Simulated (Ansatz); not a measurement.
Cubic perovskite SrFeO3 (structure not from a measured cell) was calculated with r²SCAN in Ansatz (hard PAW).

Settings: plane-wave cutoff 1060 eV, 10×10×10 k mesh, Fermi–Dirac smearing 0.05 eV, ferromagnetic start, spin-polarised start.

Computed at the level's own relaxed cell.

Question: What does this level give for the volume per atom and lattice constant a?

Answer: 
* **volume per atom**: 11.21 Å³/atom
* **lattice constant a**: 3.827 Å

Note: the magnetic order was assumed, not searched for or taken from measurement; the relaxation could not lower the start's symmetry, so the cell can be a saddle point above a distorted one.

The computed numbers hold no vibrational or temperature effects.

Ansatz is a first-principles code.
